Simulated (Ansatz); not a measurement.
## Hypothetical Im-3m C: carrier doping

Take C (space group Im-3m, No. 229; a = 4.362 Å; a hypothetical phase, not in the database extracts checked) as the base.

Carriers are added at fixed cell with a uniform background; the Fermi–Dirac width is that of 300 K.

Method: PBEsol (Ansatz, a first-principles code), no SOC.

Notes on the quantities. Fermi level from band edge: Fermi level relative to the doped band's edge (positive inside the band; to 0.05 eV).

```csv
hole density (10^21 cm⁻³),Fermi level from band edge (eV)
2,0.30
7,0.70
10,?
20,1.30
```

### Question
Fit E_F = C n^s, fitted as a line in log–log form (a parabolic band gives s = 2/3) to the rows shown and predict the withheld row.

### Answer
Least squares on the printed values gives C = 0.20 eV, s = 0.64 (largest residual 0.02 eV); this predicts 0.85 eV, and the run gives 0.90 eV, in agreement.

Charged cell with a jellium background: band edges are those of the host's band count, energies are not comparable with the neutral cell, and many-body gap narrowing is missing. Whether these cells are dynamically stable was not tested.
